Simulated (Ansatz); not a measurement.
A computed series for Ag: response to strain

Base system: Ag in the fcc (Cu type) structure (space group Fm-3m, No. 225; relaxed with 0.1 eV smearing).

```yaml
crystal:
  lattice:
    - [0.00000, 2.02691, 2.02691]
    - [2.02691, 0.00000, 2.02691]
    - [2.02691, 2.02691, 0.00000]
  atoms:
    - { symbol: Ag, position: [0.00000, 0.00000, 0.00000] }
```

Cartesian axes are those of the cell as printed.

Strains are applied to the cell and any free atomic positions relax; under biaxial strain the out-of-plane vector relaxes too.

Calculations: PBEsol (Ansatz, a quantum-chemistry and plane-wave program, PAW, without spin-orbit coupling).

Notes on the quantities. pressure: mean of the normal stresses, compression positive; energy relative to the base: free energy F.

| change | out-of-plane strain | pressure | energy relative to the base |
|---|---|---|---|
| base | – | 0.0 GPa | 0 meV/atom |
| biaxial strain −2.50 %, plane normal [001], relaxed out of plane | +3.56 % | 2.1 GPa | [?] |
| biaxial strain −2.00 %, plane normal [001], relaxed out of plane | +2.86 % | 1.6 GPa | +4.8 meV/atom |
| biaxial strain −1.50 %, plane normal [001], relaxed out of plane | +2.15 % | 1.2 GPa | +2.6 meV/atom |
| biaxial strain −1.00 %, plane normal [001], relaxed out of plane | +1.44 % | 0.7 GPa | +1.1 meV/atom |
| biaxial strain −0.50 %, plane normal [001], relaxed out of plane | +0.72 % | 0.3 GPa | +0.3 meV/atom |
| biaxial strain +0.50 %, plane normal [001], relaxed out of plane | -0.73 % | -0.3 GPa | +0.2 meV/atom |
| biaxial strain +1.00 %, plane normal [001], relaxed out of plane | -1.48 % | -0.6 GPa | [?] |
| biaxial strain +1.50 %, plane normal [001], relaxed out of plane | -2.23 % | -0.8 GPa | [?] |
| biaxial strain +2.00 %, plane normal [001], relaxed out of plane | -3.00 % | [?] | +3.3 meV/atom |

**Question.** Complete the table.

**Answer.** 
- biaxial strain −2.50 %, plane normal [001], relaxed out of plane, energy relative to the base: +7.7 meV/atom
- biaxial strain +1.00 %, plane normal [001], relaxed out of plane, energy relative to the base: +0.9 meV/atom
- biaxial strain +1.50 %, plane normal [001], relaxed out of plane, energy relative to the base: +2.0 meV/atom
- biaxial strain +2.00 %, plane normal [001], relaxed out of plane, pressure: -1.0 GPa

Stability against distortions was not tested.
